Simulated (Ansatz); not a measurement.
Fluorite NiSi2

These are PBE-D3(BJ) in Ansatz (PAW) values and carry that method's errors.

Numerical settings: plane-wave cutoff 500 eV, 12×12×12 k mesh, Fermi–Dirac smearing 0.05 eV, no spin polarisation, scalar-relativistic PAW data made under PBE.

Cell: relaxed at this level.

```yaml
equilibrium_volume_per_atom: 12.96 Å³/atom
lattice_constant_a: 5.378 Å
```

Measured, for comparison: equilibrium volume per atom 13.17 Å³/atom, lattice constant a 5.406 Å (temperature not stated, not corrected to a static lattice; as tabulated in Wikipedia's data pages). Computed (rounded) less measured: equilibrium volume per atom -1.6 %, lattice constant a -0.5 %. A static lattice is as a rule a little smaller and stiffer than an uncorrected measurement, which narrows the difference in the equilibrium volume per atom, lattice constant a and would widen misses of the other sign.

Static lattice: no zero-point or thermal effects.

Ansatz is a first-principles code.
